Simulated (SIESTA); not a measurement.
# Worked example: self-consistent single point of Cs (Im-3m, 1 atom in the cell) in SIESTA

Method of the run: SIESTA with GGA PBEsol, numerical atomic orbitals DZP, PseudoDojo PBEsol standard norm-conserving potentials (rewritten from UPF to PSML).

This input was run:

```
# files in the folder: Cs.psml (PseudoDojo PBEsol standard)
SystemName  Cs
SystemLabel siesta

NumberOfAtoms                1
NumberOfSpecies              1
%block ChemicalSpeciesLabel
  1 55 Cs
%endblock ChemicalSpeciesLabel
LatticeConstant              5.256341 Ang
%block LatticeVectors
    -0.577350290    0.577350290    0.577350290
     0.577350290   -0.577350290    0.577350290
     0.577350290    0.577350290   -0.577350290
%endblock LatticeVectors
AtomicCoordinatesFormat      Ang
%block AtomicCoordinatesAndAtomicSpecies
     0.000000000    0.000000000    0.000000000  1
%endblock AtomicCoordinatesAndAtomicSpecies

XC.functional                GGA
XC.authors                   PBEsol
PAO.BasisSize                DZP
PAO.EnergyShift              0.005 Ry
MeshCutoff                   400 Ry
%block kgrid.MonkhorstPack
    8   0   0  0.0
    0   8   0  0.0
    0   0   8  0.0
%endblock kgrid.MonkhorstPack
OccupationFunction           MP
OccupationMPOrder            0
ElectronicTemperature        100.0 meV

MaxSCFIterations             150
SCF.Mixer.Method             Broyden
SCF.Mixer.Weight             0.25
SCF.Mixer.History            6
SCF.DM.Tolerance             1.0E-05
Diag.ParallelOverK           true
WriteForces                  true
```

Log, with long lists cut:

```
reinit: Reading from file input.fdf

reinit: System Name: Cs
reinit: System Label: siesta

coor:   Atomic-coordinates input format  =     Cartesian coordinates
coor:                                          (in Angstroms)

siesta: Atomic coordinates (Bohr) and species
siesta:      0.00000   0.00000   0.00000  1        1

siesta: System type = bulk

initatomlists: Number of atoms, orbitals, and projectors:      1     9    18

siesta: ******************** Simulation parameters ****************************
redata: Spin configuration                          = none
redata: Time-Reversal Symmetry                      = T
redata: Number of Atomic Species                    =        1
redata: Mesh Cutoff                                 =   400.0000 Ry
redata: Net charge of the system                    =     0.0000 |e|
redata: Min. number of SCF Iter                     =        0
redata: Max. number of SCF Iter                     =      150
redata: SCF convergence failure will abort job
redata: SCF mix quantity                            = Hamiltonian
redata: Mix DM or H after convergence               =   F
redata: Recompute H after scf cycle                 =   F
redata: Mix DM in first SCF step                    =   T
redata: No kicks to SCF
redata: DM Mixing Weight for Kicks                  =     0.5000
redata: Require Harris convergence for SCF          =   F
redata: Harris energy tolerance for SCF             =     0.000100 eV
redata: Require DM convergence for SCF              =   T
redata: DM tolerance for SCF                        =     0.000010
redata: Require EDM convergence for SCF             =   F
redata: EDM tolerance for SCF                       =     0.001000 eV
redata: Require H convergence for SCF               =   T
redata: Hamiltonian tolerance for SCF               =     0.001000 eV
redata: Require (free) Energy convergence for SCF   =   F
redata: (free) Energy tolerance for SCF             =     0.000100 eV
redata: Using DFT-D3 dispersion                     =   F
redata: Using Saved Data (generic)                  =   F
redata: Method of Calculation                       = Diagonalization
redata: Electronic Temperature                      =  1160.4518 K
redata: Number of TDED substeps                     =        3
redata: Dynamics option                             = Single-point calculation
redata: Save all siesta data in one NC              =   F
redata: ***********************************************************************

%block SCF.Mixers
  Broyden
%endblock SCF.Mixers

%block SCF.Mixer.Broyden
  # Mixing method
  method broyden

  # Mixing options
  weight 0.2500
  weight.linear 0.2500
  weight.prime 0.2500
  history 6
%endblock SCF.Mixer.Broyden

DM_history_depth set to one: no extrapolation allowed by default for geometry relaxation
Size of DM history Fstack: 1
Total number of electrons:     9.000000
Total ionic charge:     9.000000

* ProcessorY, Blocksize:    1  10

* Orbital distribution balance (max,min):     9     9

k-point displ. along   1 input, could be:     0.00    0.50
k-point displ. along   2 input, could be:     0.00    0.50
k-point displ. along   3 input, could be:     0.00    0.50
 Kpoints in:          320 . Kpoints trimmed:          296

siesta: k-grid: Number of k-points = 296
siesta: k-points from Monkhorst-Pack grid
siesta: k-cutoff (effective) =    21.025 Ang
siesta: k-point supercell and displacements
siesta: k-grid:     8     0     0      0.000
siesta: k-grid:     0     8     0      0.000
siesta: k-grid:     0     0     8      0.000

diag: Algorithm                                     = D&C
diag: Parallel over k                               =   F
diag: Use parallel 2D distribution                  =   F
diag: Parallel block-size                           = 10
diag: Parallel distribution                         =     1 x     1
diag: Used triangular part                          = Lower
diag: Absolute tolerance                            =  0.100E-15
diag: Orthogonalization factor                      =  0.100E-05
diag: Memory factor                                 =  1.0000

superc: Internal auxiliary supercell:     5 x     5 x     5  =     125
superc: Number of atoms, orbitals, and projectors:    125   1125   2250

                        Single-point calculation

superc: Internal auxiliary supercell:     5 x     5 x     5  =     125
superc: Number of atoms, orbitals, and projectors:    125   1125   2250

outcell: Unit cell vectors (Ang):
       -3.034750    3.034750    3.034750
        3.034750   -3.034750    3.034750
        3.034750    3.034750   -3.034750

outcell: Cell vector modules (Ang)   :    5.256341    5.256341    5.256341
outcell: Cell angles (23,13,12) (deg):    109.4712    109.4712    109.4712
outcell: Cell volume (Ang**3)        :    111.7966
new_DM -- step:     1
Initializing Density Matrix...

Attempting to read DM from file... Failed...
DM filled with atomic data:

InitMesh: MESH = 54 x 54 x 54 = 157464
InitMesh: Mesh cutoff (required, used) =   400.000   437.536 Ry

stepf: Methfessel-Paxton step function
       Using Hermite-Gauss polynomials of order  0

        iscf     Eharris(eV)        E_KS(eV)     FreeEng(eV)     dDmax    Ef(eV) dHmax(eV)
   scf:    1     -635.380082     -635.516198     -635.524019  0.268571 -2.336541  1.312329
   scf:    2     -635.548343     -635.532618     -635.540399  0.026293 -2.370336  0.891185
   scf:    3     -635.556937     -635.546135     -635.553840  0.052519 -2.441604  0.016892
   scf:    4     -635.546147     -635.546142     -635.553844  0.001094 -2.444252  0.004032
   scf:    5     -635.546144     -635.546143     -635.553845  0.000212 -2.445297  0.002835
   scf:    6     -635.546144     -635.546143     -635.553845  0.000144 -2.446054  0.001961
   [... 3 lines left out ...]
   scf:   10     -635.546145     -635.546144     -635.553846  0.000031 -2.447360  0.000451
   scf:   11     -635.546145     -635.546144     -635.553846  0.000021 -2.447465  0.000329
   scf:   12     -635.546145     -635.546145     -635.553846  0.000015 -2.447538  0.000245
   scf:   13     -635.546145     -635.546145     -635.553846  0.000011 -2.447591  0.000183
   scf:   14     -635.546145     -635.546145     -635.553846  0.000008 -2.447630  0.000138

SCF Convergence by DM+H criterion
max |DM_out - DM_in|         :     0.0000081813
max |H_out - H_in|      (eV) :     0.0001379365
SCF cycle converged after 14 iterations

Using DM_out to compute the final energy and forces

siesta: E_KS(eV) =             -635.5461

siesta: E_KS - E_eggbox =      -635.5461

siesta: Atomic forces (eV/Ang):
     1    0.000000   -0.000000   -0.000000
   Tot    0.000000   -0.000000   -0.000000
   Max    0.000000
   Res    0.000000    sqrt( Sum f_i^2 / 3N )
   Max    0.000000    constrained

Stress tensor Voigt[x,y,z,yz,xz,xy] (kbar):       -1.87       -1.87       -1.87        0.00        0.00        0.00
(Free)E + p*V (eV/cell)     -635.4233
Target enthalpy (eV/cell)     -635.5538

siesta: Program's energy decomposition (eV):
siesta: Ebs     =      -136.518599
siesta: Eions   =       965.736361
siesta: Ena     =       279.691082
siesta: Ekin    =       138.577349
siesta: Enl     =        89.374881
siesta: Eso     =         0.000000
siesta: Edftu   =         0.000000
siesta: DEna    =         6.764399
siesta: DUscf   =         0.100917
siesta: DUext   =         0.000000
siesta: Ex      =      -167.227497
siesta: Ec      =       -17.090916
siesta: Exc     =      -184.318413
siesta: Eharris =      -635.546145
siesta: Etot    =      -635.546145
siesta: FreeEng =      -635.553846

siesta: Stress tensor (static) (eV/Ang**3):
siesta:    -0.001168    0.000000    0.000000
siesta:     0.000000   -0.001168    0.000000
siesta:     0.000000    0.000000   -0.001168

siesta: Cell volume =        111.796640 Ang**3

siesta: Pressure (static):
siesta:                Solid            Molecule  Units
siesta:           0.00001272          0.00001272  Ry/Bohr**3
siesta:           0.00116803          0.00116803  eV/Ang**3
siesta:           1.87139318          1.87139318  kBar
```

The run converged in 14 iterations.

The starting cell has typed, rounded lattice constants, without a prior relaxation at this level. Its lattice was rescaled by up to half a per cent. Values carry the incompleteness of an atom-centred basis.
